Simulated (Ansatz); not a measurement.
Consider W in the fcc (Cu type) structure (space group Fm-3m, No. 225; a = 3.998 Å).

All numbers come from Ansatz (a program for electronic structure) PBEsol, without spin-orbit coupling.

Before the change:

```
Property            Value
---------------  --------
Band gap             zero
Volume per atom  15.97 Å³
```

The change: a hydrostatic pressure of 7.5 GPa.

Predict the new band gap and volume per atom.

The band gap is still zero; the volume per atom shrinks by 0.38 Å³ (15.97 Å³ → 15.59 Å³).

Load acts through the strain it causes; cell and atoms are relaxed under it. Stability against distortions was not tested. Competing high-pressure phases were not computed. The final runs are not spin-polarised. This is not the structure that W has at room temperature and ambient pressure.
